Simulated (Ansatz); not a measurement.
A self-consistent single point of BaSn (Cmcm, 4 atoms in the cell) with Ansatz (a first-principles code).

Method: LDA (PW92), PAW files made with PBE (plane waves; Ansatz).

```xyz
4
Lattice="2.6831 -6.3629 0.0000 2.6831 6.3629 0.0000 0.0000 0.0000 4.7151" Properties=species:S:1:pos:R:3 pbc="T T T"
Ba     2.6831     4.6375     1.1788
Ba     2.6831    -4.6375     3.5364
Sn     2.6831     0.9170     1.1788
Sn     2.6831    -0.9170     3.5364
```

Reference input (self-consistent single point, DFT, PBEsol, plane waves, PAW files made with PBE): kpoints.mp_grid.grid = 5 5 5; hamiltonian.xc = pbesol; hamiltonian.pseudopotentials = {kind: paw} (the program's default PAW files); scf.occupations.method = fermi_dirac; scf.occupations.width = 0.05 eV. This run's input differs from it in these lines:

Ansatz 0.2 input:
```diff
@@ -14,3 +14,3 @@
 hamiltonian:
-  xc: pbesol
+  xc: lda
   pseudopotentials:
```

The program printed (abridged):

```
SCF iter   1: F=—  HF=-23323.456070 eV  |F-HF|=—  |Δ(HF+E_count)|=         —  Δρ=3.47e-2  dr2=5.32e0  ethr=3.10e-3  ⟨swp⟩=9.3  Hψ=4623  notcnv=0
all-band conjugate gradients solve this SCF's bands
preconditioner: auto → Kerker (q_TF=auto, 2.230 Å⁻¹)
SCF iter   2: F=—  HF=-23322.105007 eV  |F-HF|=—  |Δ(HF+E_count)|=    1.35e0  Δρ=1.79e-2  dr2=1.63e0  ethr=3.10e-3  ⟨swp⟩=3.3  Hψ=1847  notcnv=0
   [... lines left out ...]
SCF iter   6: F=—  HF=-23321.556507 eV  |F-HF|=—  |Δ(HF+E_count)|=   2.12e-4  Δρ=1.50e-4  dr2=1.22e-4  ethr=2.85e-6  ⟨swp⟩=3.0  Hψ=1469  notcnv=0
SCF iter   7: F=—  HF=-23321.556502 eV  |F-HF|=—  |Δ(HF+E_count)|=   4.69e-6  Δρ=4.82e-5  dr2=8.23e-6  ethr=2.54e-7  ⟨swp⟩=2.4  Hψ=1145  notcnv=0
SCF iter   8: F=—  HF=-23321.556497 eV  |F-HF|=—  |Δ(HF+E_count)|=   5.23e-6  Δρ=1.62e-5  dr2=4.64e-7  ethr=1.72e-8  ⟨swp⟩=3.0  Hψ=1448  notcnv=0
SCF iter   9: F=-23321.556497 eV  HF=-23321.556497 eV  |F-HF|=1.64e-8  |Δ(HF+E_count)|=   6.75e-8  Δρ=4.94e-6  dr2=5.22e-8  ethr=2.08e-10  ⟨swp⟩=9.9  Hψ=4365  notcnv=0
SCF 1 converged in 9 iterations: F = -23321.556497 eV  dr2 = 5.22e-8
Free energy (F): -23321.556497 eV
Internal energy: -23321.543981 eV  (E = F + TS)
E sigma→0 (E₀):  -23321.550239 eV
Entropy (-TS):   -0.012516 eV (-3.129 meV/atom)
Fermi energy:    7.950120 eV
--- Forces (eV/Å), atoms counted from 1 ---
  atom   1  Ba     0.00000000     0.09840961     0.00000000
  atom   2  Ba     0.00000000    -0.09840961     0.00000000
  atom   3  Sn     0.00000000    -0.09293969     0.00000000
  atom   4  Sn     0.00000000     0.09293969     0.00000000
--- Stress (GPa, compression-positive) ---
       -2.920655       0.000000       0.000000
        0.000000      -2.502853       0.000000
        0.000000       0.000000      -2.406770
  P = ⅓ Tr σ = -2.6101 GPa (-26.101 kbar)
  The stress holds the Pulay correction. Without it, at fixed plane waves, as pw.x and ABINIT print it: P = -2.6195 GPa
```

The run converged in 9 iterations. Against the reference run the pressure goes from -1.51 to -2.61 GPa and the largest force goes from 0.065 to 0.098 eV/Å.

The starting cell comes from a database of computed structures (which also holds hypothetical and non-ambient phases and stackings), without a prior relaxation at this level. Ansatz's pressure includes its estimate of the finite-basis (Pulay) stress.
